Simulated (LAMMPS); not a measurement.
MD of W (bcc) at zero pressure, 250 atoms, as a crystal; each row is its own run.

All values are model results, not measurements: MD with a machine-learned potential, pair style snap, file W_2940_2017_2.snap, run in LAMMPS.

```
T (K)  volume (Å³/atom)
-----  ----------------
200              16.141
300              16.167
1660             16.594
2770             17.079
```

Problem. Fit a straight line, y = a + b x, to these rows (x is the first column, y the second) and predict the run at x = 2220.

Solution. Least squares gives a = 16.052 and b = 0.0003595. At x = 2220 the fit predicts 16.850 Å³/atom. The run itself gave 16.818 ± 0.003 Å³/atom, so the fit is 0.19 % high.

Caution (rows 2220; 2770): a run this short can hold a crystal over, or a liquid under, the potential's own melting point, which these runs don't give.
